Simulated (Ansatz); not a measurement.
Structure of amorphous B$_{10}$Te$_{40}$ (periodic cell):

```xyz
50
Lattice="11.2551 0.0000 0.0000 0.0000 11.2551 0.0000 0.0000 0.0000 11.2551" Properties=species:S:1:pos:R:3 pbc="T T T"
B      1.1779     9.5402     1.0080
B      8.5966     4.7807     9.9384
B      3.6670     1.6331     3.6136
B      1.6019    10.0624     4.8332
B      1.5798     0.0325     6.0115
B      7.4786     6.0779    10.1347
B      7.7289     7.1208     0.2517
B      9.0893     6.2391    10.7982
B      1.6856     8.5909     5.6622
B      9.2878     2.4404     2.7438
Te     8.9128     0.6210     1.5149
Te     3.0056     4.9533     8.8799
Te     5.8024     1.3264     2.7245
Te     2.2347     1.6360     1.8121
Te     5.8189     5.8859     0.4435
Te     6.7377     7.0014     8.2398
Te     7.0806     9.2217     0.3159
Te     1.0471     2.1463     6.2873
Te    10.0767     4.6647     8.2010
Te     0.6010    10.6309     2.9552
Te     3.6684     7.3732     2.7890
Te     0.8856     3.7543    10.0642
Te     3.1379     4.4977     1.7823
Te     3.4294     9.9897     0.5008
Te    10.0596     1.4682     8.1279
Te     9.2992     6.2903     1.7897
Te     8.0021     2.6441    10.2301
Te     3.6234     7.4121     6.0796
Te     3.8075     8.5466     8.8041
Te     1.2644     7.3327     1.2510
Te     3.6826    11.1084     5.0391
Te     9.1922     7.1353     5.7951
Te     7.5072     3.9801     2.5039
Te    10.6272     7.3665     9.6204
Te     7.4901     9.9235     8.7302
Te     9.0845     9.5393     3.4000
Te     0.6480     6.6403     5.2323
Te     6.7910     1.0328     5.4940
Te     5.1562     2.6967    11.2085
Te     6.6582     4.3497     7.0558
Te     4.2931     2.8056     7.3730
Te     3.4930     3.6995     4.5019
Te     6.3788     6.5408     4.6764
Te    10.7522    10.0318    10.8528
Te     1.3337     9.6950     7.7001
Te     9.1424     2.4767     4.9758
Te     4.0910     0.5838     9.6443
Te    11.1509     3.5615     2.2974
Te     6.1887     9.1148     3.3245
Te     9.5231    10.1474     6.7144
```

Computed with PBE-D3(BJ), scalar-relativistic without spin-orbit coupling, PAW (Ansatz default set, large-core Te) (plane waves to 420 eV; Ansatz, a quantum-chemistry and plane-wave program).

The cell was made by melting and quenching with the CHGNet potential and then relaxed with DFT. The hot cell started wider than the set density and was brought back towards it in steps. It is the lowest in DFT energy of 2 quenches. It is a model cell: composition and starting density were chosen by hand, and all elements were melted together. The geometry includes D3(BJ) dispersion. Its density started from a set value of 5.81 and ended at 6.07 g/cm³. The simulated quench (nominally 190 K/ps over its main leg) is rapid and tends to freeze in more defects than a deposited or slowly cooled glass has. Values belong to this one cell and scatter from quench to quench. The volume was free in the relaxation, at fixed shape. Stress components on the final sampling reach 0.8 GPa. On a 2×2×2 Γ-centred mesh force components of up to 0.33 eV/Å stay, since the relaxation ran on one k-point at (1/4, 1/4, 1/4).

Neighbours within B-B 2.02 Å, B-Te 2.56 Å, Te-Te 3.20 Å count as bonded.

Give the coordination numbers, mean bond lengths and angles.


| Quantity | Value |
|---|---|
| Mean coordination of B | 4.30 (7 with 4, 3 with 5) |
| Mean coordination of Te | 2.83 (14 with 2, 19 with 3, 7 with 4) |
| Mean Te-Te bond | 2.996 Å (spread 0.122 Å, 42 counted) |
| Mean B-Te bond | 2.277 Å (spread 0.050 Å, 29 counted) |
| Mean B-B bond | 1.734 Å (spread 0.028 Å, 7 counted) |
| Bond angle at B | mean 105.4°, spread 21.2° |
| Bond angle at Te | mean 104.0°, spread 30.3° |
